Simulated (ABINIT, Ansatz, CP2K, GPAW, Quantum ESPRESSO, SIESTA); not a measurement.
## Code comparison for SnTe (Fm-3m, 2 atoms in the cell)

Self-consistent single point.

```
CELL_PARAMETERS angstrom
      0.00000     3.12401     3.12401
      3.12401     0.00000     3.12401
      3.12401     3.12401     0.00000
ATOMIC_POSITIONS crystal
  Sn 0.00000 0.00000 0.00000
  Te 0.50000 0.50000 0.50000
```

Shared settings, as Ansatz (an electronic-structure program) writes them: kpoints.mp_grid.grid = 6 6 6; scf.occupations.method = gaussian; scf.occupations.width = 0.01 Ry. Potentials and cutoffs stand in the table.

```json
[
 {"code": "Quantum ESPRESSO", "model": "PBEsol, SSSP 1.1.2 efficiency (PBE) pseudopotentials", "pressure (GPa)": "0.91", "cutoff": "40 Ry"},
 {"code": "CP2K", "model": "PBEsol, GPW, DZVP-MOLOPT-SR-GTH basis, GTH-PBE potentials (GTH_POTENTIALS)", "pressure (GPa)": "3.42", "cutoff": "grid 400 Ry"},
 {"code": "ABINIT", "model": "PBEsol, norm-conserving pseudopotentials (PseudoDojo nc-sr-04 PBEsol standard)", "pressure (GPa)": "0.88", "cutoff": "41 Ha"},
 {"code": "GPAW", "model": "PBEsol, GPAW PAW datasets PBEsol (made by gpaw-setup)", "pressure (GPa)": "0.65", "cutoff": "600 eV"},
 {"code": "Ansatz", "model": "PBEsol, default PAW files made with PBE", "pressure (GPa)": "0.91", "cutoff": "30.9 Ry"},
 {"code": "SIESTA", "model": "GGA PBEsol, numerical atomic orbitals DZP, PseudoDojo PBEsol standard norm-conserving potentials (rewritten from UPF to PSML)", "pressure (GPa)": "2.07", "cutoff": "grid 400 Ry"}
]
```

On Ansatz's run: spin-orbit coupling is off.

The spread over the programs that give each value: pressure within 2.77 GPa.

CP2K and SIESTA use small atom-centred bases, whose incompleteness enters pressures, forces and empty levels differently from a plane-wave cutoff. Ansatz's pressure is given at a fixed set of plane waves, as the other plane-wave codes print theirs; with its correction for the finite basis it is 0.95 GPa. In the pressure, CP2K (by 2.52) and SIESTA (by 1.17) lie more than 1 GPa from the median of the plane-wave programs.

The starting cell comes from a database of computed structures (which also holds hypothetical and non-ambient phases and stackings), without a prior relaxation at this level. Its lattice was rescaled by a random factor within 2.5 % of one.

Left out of this page: Elk and FLEUR (not drawn, or without a comparable value).

Keys are those of Ansatz 0.2.
